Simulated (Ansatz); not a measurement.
Base system: InSb in the zinc blende structure (space group F-43m, No. 216; a = 6.556 Å). Axes: x, y, z lie along the cube axes.

Level of theory: plane-wave PAW DFT at the r2SCAN level (Ansatz, a program for electronic structure, 500 eV), spin-orbit coupling left out.

Base values:

```
Item                             Value
-----------------------------  -------
Pressure                       0.0 GPa
Shortest interatomic distance  2.839 Å
Band gap                          zero
```

It is then changed as follows: the cell is stretched by 1.50 % along z with no lateral relaxation, atoms relaxed at fixed cell.

Question: How does this affect the energy relative to the base, pressure, shortest interatomic distance and band gap?

Answer: The energy increases by 1.5 meV/atom; the pressure (mean of the normal stresses, compression positive) goes from zero to -0.6 GPa; the shortest interatomic distance rises by 0.014 Å (2.839 Å → 2.853 Å); the band gap remains zero.

Spin-orbit coupling, missing from the scalar runs, can matter with Sb. The cells carry an imposed strain or load. No phonon test of stability was made. The final runs are not spin-polarised. Gaps under 0.05 eV, about the width of the smearing, are given as zero. A zero or small gap of InSb can be the functional's error rather than a property of the material.
